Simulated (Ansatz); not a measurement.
Here is the system:

```
CELL_PARAMETERS angstrom
      0.00000     2.75277     2.69966
      2.75277     0.00000     2.69966
      2.75277     2.75277     0.00000
ATOMIC_POSITIONS crystal
  Si 0.25000 0.25000 0.25000
  Si 0.00000 0.00000 0.00000
```

Level of theory: r2SCAN with spin-orbit coupling, rigid bands (plane waves, PAW; Ansatz, a program for electronic structure). Condition of this run: biaxial stress xx = yy = -2 GPa (compression positive) (the target of the relaxation). How the cell was made: cell and atoms relaxed with r2SCAN, then loaded as said.

### Question
What conductivity effective mass do dilute holes have at 300 K?

### Answer
0.32 (x), 0.32 (y), 0.32 (z) mₑ.

### Question
Predict the electron conductivity mass (n e² τ/σ) at 300 K, by direction if it differs.

### Answer
0.21 (x), 0.21 (y), 0.93 (z) mₑ.

### Question
And the band gap?

### Answer
0.58 eV at this level; semilocal functionals usually fall short of the measured gap.

Rigid bands, one relaxation time for all states, no polarons.
